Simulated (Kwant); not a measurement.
Computed with Kwant: Hückel tight-binding model, one pz orbital an atom, one spin, coherent transport at 0 K. Conductance is in e²/h.

Model system: π system c1ccc(cc1)C=Cc1ccccc1 between two chain leads. The π system is taken as planar. Atoms are numbered from 0 in the order of the SMILES. Site energies (eV, carbon 0): [0.0, 0.0, 0.0, 0.0, 0.0, 0.0, 0.0, 0.0, 0.0, 0.0, 0.0, 0.0, 0.0, 0.0]. Bonds (i, j, β in eV): (0,1,-2.4) (1,2,-2.4) (2,3,-2.4) (3,4,-2.4) (4,5,-2.4) (3,6,-2.4) (6,7,-2.4) (7,8,-2.4) (8,9,-2.4) (9,10,-2.4) (10,11,-2.4) (11,12,-2.4) (12,13,-2.4) (5,0,-2.4) (13,8,-2.4). Leads: chains of hopping −3.6 eV, joined by −0.72 eV to atoms 0 and 7.

Site energies and bond integrals are typed Hückel values.

Sweep values stay those of the base run.

One input was changed, with this effect: transmission at E = 0 0.0036 → 0.00090.

### Question
Which change was it?
(A) contacts moved from atoms [0, 7] to [1, 6]
(B) contacts moved from atoms [0, 7] to [0, 9]
(C) contacts moved from atoms [0, 7] to [0, 1]
(D) contacts moved from atoms [0, 7] to [6, 7]
(E) contacts moved from atoms [0, 7] to [1, 10]
(F) contacts moved from atoms [0, 7] to [2, 4]

### Answer
B, contacts moved from atoms [0, 7] to [0, 9]
